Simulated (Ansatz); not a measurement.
MgAlNO (model structure, started from the AlSiCN type, P3m1, No. 156, 4 atoms in the cell) was calculated with PBE (Ansatz, a program for electronic structure, PAW).

Output (set-up and result lines):

```
Relaxation: its limit of steps is 80 (relax.max_steps)
Crystal: 4 atoms, lattice volume = 46.350 Å³
Basis set: ecut = 520 eV, 1237 PW (Γ), exchange–correlation on 48×48×80 points (8 copies of the dense FFT grid, shifted against one another)
Bands: 16, of which v1, the nominal top of the filled ones, is band 12 counted from 1 (11 counted from 0)
Symmetry: 6 space group operations
Space group: P3m1 (ITA 156), of the structure as read, at distance tolerance 3.6e-5 Å
k-points: 100 of 864 (time reversal used)
Functional: x = pbe(κ = 0.804, μ = 0.2195149727645171), c = pbe(β = 0.06672455060314922)
SCF iter   1: F=—  HF=-3418.154507 eV  |F-HF|=—  |Δ(HF+E_count)|=         —  Δρ=1.48e-3  dr2=9.09e-4
SCF iter   2: F=—  HF=-3418.154181 eV  |F-HF|=—  |Δ(HF+E_count)|=   3.26e-4  Δρ=6.25e-4  dr2=8.45e-5
  ...
SCF 1 converged in 6 iterations: F = -3418.154272 eV  dr2 = 1.66e-9
Crystal: 4 atoms, lattice volume = 46.350 Å³
Initial density: handed on by an earlier stage of this run
SCF 2 converged in 6 iterations: F = -3418.154431 eV  dr2 = 5.45e-12
Crystal: 4 atoms, lattice volume = 46.350 Å³
SCF 3 converged in 6 iterations: F = -3418.154482 eV  dr2 = 3.53e-11
Crystal: 4 atoms, lattice volume = 46.350 Å³
SCF 4 converged in 6 iterations: F = -3418.154483 eV  dr2 = 4.36e-13
Crystal: 4 atoms, lattice volume = 46.350 Å³
SCF iter   6: F=—  HF=-3418.154483 eV  |F-HF|=—  |Δ(HF+E_count)|=  2.14e-11  Δρ=2.44e-7  dr2=1.48e-11
SCF iter   7: F=-3418.154483 eV  HF=-3418.154483 eV  |F-HF|=0.00e0  |Δ(HF+E_count)|=  4.55e-12  Δρ=1.34e-7  dr2=4.34e-12
SCF 5 converged in 7 iterations: F = -3418.154483 eV  dr2 = 4.34e-12
SCF converged after 7 iterations
Free energy (F): -3418.154483 eV
Internal energy: -3418.154483 eV  (E = F + TS)
E sigma→0 (E₀):  -3418.154483 eV
Fermi energy:    7.529433 eV
--- Forces (eV/Å), atoms counted from 1 ---
  atom   1  Al    -0.00000000     0.00000000    -0.00130809
  atom   2  Mg     0.00000000    -0.00000000    -0.00230310
  atom   3  O      0.00000000     0.00000000     0.00193393
  atom   4  N      0.00000000    -0.00000000     0.00165305
--- Stress (GPa, compression-positive) ---
       -2.824882       0.000000      -0.000000
        0.000000      -2.824882       0.000000
       -0.000000       0.000000      -2.841224
  P = ⅓ Tr σ = -2.8303 GPa (-28.303 kbar)
```

Question: Write an input file that could have produced this run (the log leaves some choices open).

Answer: One answer among several that fit: 
Ansatz 0.2 input:
```yaml
crystal:
  lattice:
    - [3.2192964207, 0.0, 0.0]
    - [-1.6096482104, 2.7879924827, 0.0]
    - [0.0, 0.0, 5.1641196142]
  atoms:
    - { symbol: Al, position: [0.3333333333, 0.6666666667, 0.5024221127] }
    - { symbol: Mg, position: [0.6666666667, 0.3333333333, 1.0059836488] }
    - { symbol: O, position: [0.3333333333, 0.6666666667, 0.1418189577] }
    - { symbol: N, position: [0.6666666667, 0.3333333333, 0.5997652809] }
basis:
  ecutwfc: 520
  ecutrho_ratio: 4
  xc_grid: 2
kpoints:
  mp_grid: { grid: [12, 12, 6] }
hamiltonian:
  xc: pbe
  dispersion: none
  pseudopotentials: { kind: paw }
scf:
  occupations: { method: fermi_dirac, width: 0.01 }
output:
  forces: true
  stress: true
  eigenvalues: true
relax:
  f_tol: 0.004
  escape_saddle: false
  max_steps: 80
  cell: { stress_tol: 0.02, fix: [volume] }
```

The cell is one volume of an energy–volume scan, off the minimum.

Note: the relaxation could raise the start's symmetry but not lower it, so the cell can be a saddle point.

It cost about 25 core-seconds (a rough figure) of CPU time.

A model structure was made by putting elements into a prototype or built by hand; it is no filed structure, need not be a known phase, and can be a saddle point held by its symmetry.
